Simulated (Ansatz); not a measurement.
# Pressure series in Pd

Consider Pd in the fcc (Cu type) structure (space group Fm-3m, No. 225; a = 3.9428 Å).

Cell and atoms are relaxed at each pressure.

Calculations: Ansatz (a first-principles code) PBE, without spin-orbit coupling.

```
case                   density  shortest interatomic distance
-----------------  -----------  -----------------------------
base               11.53 g/cm³                        2.788 Å
pressure −2 GPa    11.39 g/cm³                        2.800 Å
pressure −1 GPa    11.46 g/cm³                        2.794 Å
pressure 0.9 GPa   11.59 g/cm³                        2.783 Å
pressure 2.1 GPa   11.67 g/cm³                        2.777 Å
pressure 4.5 GPa           ___                            ___
pressure 9 GPa     12.09 g/cm³                        2.744 Å
pressure 15 GPa    12.41 g/cm³                        2.721 Å
pressure 22.5 GPa  12.76 g/cm³                        2.695 Å
pressure 30 GPa    13.09 g/cm³                        2.673 Å
```

Question: What belongs in the blanks?

Answer: 
- pressure 4.5 GPa, density: 11.83 g/cm³
- pressure 4.5 GPa, shortest interatomic distance: 2.765 Å

Load acts through the strain it causes; cell and atoms are relaxed under it. Stability against distortions was not tested. Competing high-pressure phases were not computed. All final runs are without spin polarisation.
